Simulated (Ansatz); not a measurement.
Zr: pressure series

The parent structure is Zr in the hcp (Mg type) structure (space group P6_3/mmc, No. 194; a = 3.232 Å, c = 5.174 Å).

Cell and atoms are relaxed at each pressure.

Calculations: DFT with PBE, PAW potentials and a 420 eV plane-wave cutoff in Ansatz (a quantum-chemistry and plane-wave program), no spin-orbit coupling, earlier PAW set.

| P (GPa) | V (Å³/atom) |
|---|---|
| -2.00 | 23.921 |
| -1.00 | 23.652 |
| 1.80 | 22.963 |
| 4.21 | 22.433 |
| 9.00 | 21.505 |
| 18.00 | 20.080 |
| 30.00 | 18.604 |
| 45.00 | 17.194 |
| 60.00 | 16.119 |

Q: Fit a third-order Birch–Murnaghan equation of state.

A: Least squares on P(V) = (3B₀/2)[(V₀/V)^(7/3) − (V₀/V)^(5/3)]·[1 + (3/4)(B₀′ − 4)((V₀/V)^(2/3) − 1)] gives V₀ = 23.41 Å³/atom, B₀ = 92 GPa and B₀′ = 3.2.

Load acts through the strain it causes; cell and atoms are relaxed under it. Stability against distortions was not tested. All final runs are without spin polarisation. Measured, Zr leaves this structure (for the ω phase) near 3 GPa (temperature not stated; as listed in C. Cazorla, D. Alfè, M. J. Gillan, Physical Review B (2008)).
